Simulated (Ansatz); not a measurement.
**A computed series for Rh: response to strain**

The parent structure is Rh in the fcc (Cu type) structure (space group Fm-3m, No. 225; a = 3.8015 Å; relaxed with 0.1 eV smearing). Axes: x, y, z lie along the cube axes.

Strains are applied to the cell and any free atomic positions relax; under biaxial strain the out-of-plane vector relaxes too.

Calculations: Kohn–Sham DFT with the r2SCAN functional, run in Ansatz (an electronic-structure program) with PAW and 500 eV plane waves, no SOC.

Notes on the quantities. energy relative to the base: free energy F; in-plane stress: mean in-plane stress (compression positive).

```json
[
 {"variant": "base", "energy relative to the base": "0 meV/atom", "in-plane stress": "–", "shortest interatomic distance": "5.080 bohr"},
 {"variant": "biaxial strain +0.50 %, plane normal [001], relaxed out of plane", "energy relative to the base": "[?]", "in-plane stress": "[?]", "shortest interatomic distance": "5.081 bohr"},
 {"variant": "biaxial strain +1.00 %, plane normal [001], relaxed out of plane", "energy relative to the base": "+3.8 meV/atom", "in-plane stress": "-4.4 GPa", "shortest interatomic distance": "5.083 bohr"},
 {"variant": "biaxial strain +1.50 %, plane normal [001], relaxed out of plane", "energy relative to the base": "[?]", "in-plane stress": "-6.4 GPa", "shortest interatomic distance": "5.084 bohr"},
 {"variant": "biaxial strain +2.00 %, plane normal [001], relaxed out of plane", "energy relative to the base": "+15 meV/atom", "in-plane stress": "-8.3 GPa", "shortest interatomic distance": "5.086 bohr"},
 {"variant": "biaxial strain +2.50 %, plane normal [001], relaxed out of plane", "energy relative to the base": "[?]", "in-plane stress": "-10.0 GPa", "shortest interatomic distance": "5.088 bohr"},
 {"variant": "biaxial strain +3.00 %, plane normal [001], relaxed out of plane", "energy relative to the base": "+32 meV/atom", "in-plane stress": "-11.7 GPa", "shortest interatomic distance": "5.090 bohr"}
]
```

**Question.** Fill in the withheld entries from the trend.

**Answer.** 
- biaxial strain +0.50 %, plane normal [001], relaxed out of plane, energy relative to the base: +1.0 meV/atom
- biaxial strain +0.50 %, plane normal [001], relaxed out of plane, in-plane stress: -2.3 GPa
- biaxial strain +1.50 %, plane normal [001], relaxed out of plane, energy relative to the base: +8.5 meV/atom
- biaxial strain +2.50 %, plane normal [001], relaxed out of plane, energy relative to the base: +23 meV/atom

Whether these cells are dynamically stable was not tested. All final runs are without spin polarisation. Rh lies near a magnetic instability that expansion can trigger; it was not tested.
